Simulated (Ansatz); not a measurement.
**CdS under a change: isotropic strain +5.22 %**

Consider CdS in the wurtzite structure (space group P6_3mc, No. 186; a = 4.197 Å, c = 6.830 Å).

Modification: every lattice vector is stretched by 5.22 %, atoms relaxed at fixed cell.

Method: Ansatz (a quantum-chemistry and plane-wave program) PBE, no SOC, earlier PAW set. Settings: 9×9×5 k-points, 0.05 eV Fermi–Dirac smearing.

* **Volume per atom**: 30.34 Å³ (base 26.04 Å³)
* **Space group**: P6_3mc (No. 186) (base P6_3mc (No. 186))
* **Shortest interatomic distance**: 2.699 Å (base 2.566 Å)
* **Energy relative to the base (free energy F)**: +88 meV/atom
* **Pressure (mean of the normal stresses, compression positive)**: -5.72 GPa (base 0.00 GPa)
* **Band gap**: 0.74 eV (base 1.11 eV)
* **Gap character**: direct at Γ (base direct at Γ)
* **Width of the top valence band**: 1.18 eV (base 1.55 eV)
* **Electron mass**: 0.093 mₑ along c, 0.098 mₑ across (at Γ) (base 0.12 mₑ along c, 0.13 mₑ across (at Γ))
* **Valence-band top at Γ (three highest levels, from the VBM)**: 0.00, 0.00, -0.02 eV (base 0.00, 0.00, -0.04 eV)

Final structure:

```
CELL_PARAMETERS angstrom
      4.41566     0.00000     0.00000
     -2.20783     3.82407     0.00000
      0.00000     0.00000     7.18670
ATOMIC_POSITIONS crystal
  Cd 0.33333 0.66667 0.99900
  Cd 0.66667 0.33333 0.49900
  S  0.33333 0.66667 0.37580
  S  0.66667 0.33333 0.87580
```

Masses are band curvatures over ±0.01 Å⁻¹ around the edge. Semilocal Kohn–Sham gaps tend to fall short of experiment. No phonon test of stability was made.
